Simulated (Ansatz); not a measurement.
In2Ge2O7, pressure series

Base system: In2Ge2O7 (space group C2/m, No. 12; a = 6.6545 Å, b = 8.8680 Å, c = 4.9603 Å, α = γ = 90.00°, β = 102.08°).

Cell and atoms are relaxed at each pressure.

The values are results of PBEsol/PAW in Ansatz (a program for electronic structure), no SOC, earlier PAW set, not measurements.

| pressure (GPa) | volume per atom (Å³/atom) |
|---|---|
| -2 | 13.205 |
| 0 | 13.011 |
| 0.9 | 12.929 |
| 4.5 | 12.603 |
| 9 | 12.217 |
| 15 | ? |
| 22.5 | 11.124 |

Q: Fit the third-order Birch–Murnaghan form P(V) = (3B₀/2)[(V₀/V)^(7/3) − (V₀/V)^(5/3)]·[1 + (3/4)(B₀′ − 4)((V₀/V)^(2/3) − 1)] (squares taken in P) to the rows shown and predict the withheld row.

A: Least squares on the printed values gives V₀ = 13.013 Å³/atom, B₀ = 139 GPa, B₀′ = 1.0; this predicts 11.723 Å³/atom, and the run gives 11.713 Å³/atom, 0.010 lower.

Load acts through the strain it causes; cell and atoms are relaxed under it. Whether these cells are dynamically stable was not tested. No other phases were tried under pressure.
